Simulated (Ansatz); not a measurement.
The reference is CsBH$_{4}$ (space group F-43m, No. 216; a = 7.225 Å; a cell from a computed database, its experimental status unchecked).

Perturbation: cell and atoms relaxed at a pressure of 3 GPa.

Levels (all Ansatz, a quantum-chemistry and plane-wave program, PAW): PBEsol (420 eV, spin-orbit coupling left out); HSE06 (420 eV, without spin-orbit coupling).

The geometry is relaxed with PBEsol.

PBEsol band gap: 5.12 eV

Task: How does going to HSE06 change the band gap?

Result: The band gap grows by 1.41 eV (5.12 eV → 6.53 eV).

Single points use the geometry relaxed with PBEsol. HSE06 gaps are upper bounds (no full band path). Load acts through the strain it causes; cell and atoms are relaxed under it. Whether these cells are dynamically stable was not tested.
